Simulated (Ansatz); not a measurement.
```
KTaO3
1.0
    3.76045     0.00000     0.00000
    0.00000     3.76045     0.00000
    0.00000     0.00000     3.76045
K Ta O
1 1 3
Direct
  0.00000   0.00000   0.00000
  0.50000   0.50000   0.50000
  0.00000   0.50000   0.50000
  0.50000   0.50000   0.00000
  0.50000   0.00000   0.50000
```

No spin polarisation.

Computed with Ansatz (an electronic-structure program) PBE, no SOC. Settings: 8×8×8 k-points, 0.05 eV Fermi–Dirac smearing.

**Question.** Estimate the gap character.

**Answer.** Indirect, R → Γ.

**Question.** Estimate the smallest direct gap.

**Answer.** 2.99 eV.

With Ta present, leaving out spin-orbit coupling can change the band edges. Load acts through the strain it causes; cell and atoms are relaxed under it. Whether these cells are dynamically stable was not tested. No other phases were tried under pressure. The cell was made from KTaO3 in the cubic perovskite structure (space group Pm-3m, No. 221) by this change: pressure 60 GPa.
